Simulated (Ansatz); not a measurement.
Cell and atoms of hydrogenated amorphous carbon (C₆₀H₁₆):

```
CELL_PARAMETERS angstrom
      8.32860     0.00000     0.00000
      0.00000     8.32860     0.00000
      0.00000     0.00000     8.32860
ATOMIC_POSITIONS crystal
  C  0.94947 0.03313 0.24027
  C  0.92388 0.71583 0.15220
  C  0.07932 0.96208 0.15937
  C  0.28088 0.45437 0.94932
  C  0.06642 0.79987 0.12602
  C  0.82204 0.94019 0.29959
  C  0.27008 0.62637 0.33850
  C  0.73675 0.98475 0.45428
  C  0.65087 0.37267 0.57266
  C  0.10828 0.48314 0.53658
  C  0.71549 0.02891 0.91496
  C  0.11765 0.77539 0.84696
  C  0.78200 0.18737 0.95138
  C  0.41062 0.00455 0.85387
  C  0.86590 0.26411 0.07985
  C  0.15087 0.20050 0.59967
  C  0.72897 0.98784 0.74114
  C  0.54625 0.40615 0.44245
  C  0.47496 0.28706 0.10588
  C  0.98894 0.96668 0.65270
  C  0.01509 0.47717 0.27833
  C  0.22199 0.24442 0.73956
  C  0.27006 0.11788 0.85317
  C  0.76844 0.45962 0.90053
  C  0.17100 0.52971 0.68359
  C  0.82060 0.88103 0.86801
  C  0.85962 0.43398 0.04387
  C  0.12072 0.55908 0.38594
  C  0.23006 0.04833 0.13040
  C  0.78946 0.79186 0.22039
  C  0.99071 0.88298 0.80372
  C  0.35651 0.02877 0.38975
  C  0.69314 0.59238 0.82709
  C  0.52897 0.62185 0.22386
  C  0.16239 0.72517 0.99937
  C  0.21801 0.95499 0.45844
  C  0.33220 0.31499 0.03847
  C  0.93318 0.20792 0.22808
  C  0.72458 0.30622 0.84514
  C  0.51161 0.11287 0.13498
  C  0.61681 0.85730 0.69805
  C  0.60304 0.52013 0.34097
  C  0.83467 0.01509 0.60790
  C  0.62322 0.74624 0.17672
  C  0.36883 0.04702 0.22680
  C  0.53858 0.03481 0.96864
  C  0.93463 0.54053 0.14471
  C  0.21139 0.69745 0.72107
  C  0.24076 0.16609 0.01003
  C  0.12874 0.02903 0.56777
  C  0.44770 0.88152 0.74161
  C  0.21682 0.41343 0.79675
  C  0.27180 0.59942 0.03728
  C  0.71282 0.75138 0.81284
  C  0.99812 0.31819 0.33319
  C  0.62556 0.28264 0.70540
  C  0.04335 0.31679 0.51040
  C  0.64566 0.83524 0.51797
  C  0.36063 0.74940 0.68615
  C  0.35072 0.61478 0.19551
  H  0.76012 0.44462 0.57161
  H  0.43406 0.66565 0.61773
  H  0.72901 0.54950 0.35940
  H  0.53387 0.81832 0.45194
  H  0.57066 0.37378 0.11293
  H  0.59054 0.55318 0.75611
  H  0.65522 0.08705 0.43980
  H  0.52120 0.20456 0.71089
  H  0.34652 0.65277 0.43947
  H  0.72185 0.73037 0.49862
  H  0.44555 0.08015 0.47014
  H  0.18134 0.83731 0.41688
  H  0.92789 0.30005 0.57401
  H  0.62312 0.10075 0.20216
  H  0.42490 0.35780 0.43746
  H  0.56843 0.83530 0.09705
```

Method: PBE, scalar-relativistic without spin-orbit coupling (plane waves to 420 eV, PAW; Ansatz, a first-principles code). Neutral PBE cell, which sets geometry, pressure and energy: sampling: a 2×2×2 Γ-centred mesh; Fermi-Dirac width 0.05 eV; no spin polarisation.

Preparation: random packing, a CHGNet melt and quench, and a DFT relaxation. The hot cell started wider than the set density and was brought back towards it in steps. It is the lowest in DFT energy of 2 quenches. It is a model cell: composition and starting density were chosen by hand, and all elements were melted together. No dispersion term was used. A short ab initio anneal came between quench and relaxation. Its density started from a set value of 2.27 and ended at 2.12 g/cm³. Cooling (nominally 320 K/ps over its main leg) ran many orders faster than in experiment, which tends to leave more defects and strain. One small periodic cell is one sample of the glass; other quenches scatter about these values. The volume was held where the preparation left it.

Question: Give the pressure, the energy against reference phases and the spacing of the highest filled and lowest empty levels.

Answer: 
```json
{
 "Pressure on a 2×2×2 Γ-centred mesh": "9.85 GPa",
 "Largest force and stress component on that mesh (the relaxation ran on one k-point at (1/4, 1/4, 1/4))": "0.42 eV/Å and 12.9 GPa",
 "Energy relative to graphite + CH4 gas (lowest mix at this level among the phases computed, not always the ambient ones)": "0.514 eV/atom",
 "Gap on a 2×2×2 Γ-centred mesh (PBE)": "within the smearing (under twice its width)"
}
```

Question: At PBE and the zone centre, how localised are the states just below and above the Fermi level (participation number: the atoms over which a state spreads)?

Answer: The highest filled state is spread over 18.7 atoms' worth, largest on C29, with weights by element (charge in smoothed Voronoi cells) C 0.93, H 0.07. The lowest empty state is spread over 22.7 atoms' worth, largest on C46, with weights by element (charge in smoothed Voronoi cells) C 0.94, H 0.06.

The levels at the Fermi energy are partly filled. A closed spacing in one fast-quenched cell at PBE doesn't show the material to be a metal.

Bonds are counted up to C-C 1.72 Å, C-H 1.30 Å, H-H 0.90 Å.
